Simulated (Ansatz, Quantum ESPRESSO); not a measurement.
# AgAu (R-3m, 2 atoms in the cell) computed with different codes at matched settings

Zone-centre phonon calculation.

```xyz
2
Lattice="1.4276 0.8242 4.6332 -1.4276 0.8242 4.6332 0.0000 -1.6484 4.6332" Properties=species:S:1:pos:R:3 pbc="T T T"
Ag     0.0000     0.0000     0.0000
Au     0.0000     0.0000     6.9498
```

Shared settings, as Ansatz (a first-principles code) writes them: kpoints.mp_grid.grid = 9 9 9; scf.occupations.method = fermi_dirac; scf.occupations.width = 0.1 eV. Potentials and cutoffs stand in the table.

```tsv
code	model	highest zone-centre frequency (cm⁻¹)	cutoff
Quantum ESPRESSO	LDA (PZ), GBRV 1.5 ultrasoft (LDA) pseudopotentials	178	40 Ry
Ansatz	LDA (PW92), PAW files made with PBE	177	420 eV
```

On Ansatz's run: spin-orbit coupling is off.

The spread over the programs that give each value: highest zone-centre frequency within 1.0 cm⁻¹.

The same LDA comes in different parametrisations, which differ slightly.

The starting cell comes from a database of computed structures (which also holds hypothetical and non-ambient phases and stackings), without a prior relaxation at this level. Its lattice was rescaled by a random factor within 2.5 % of one.

Keys are those of Ansatz 0.2.
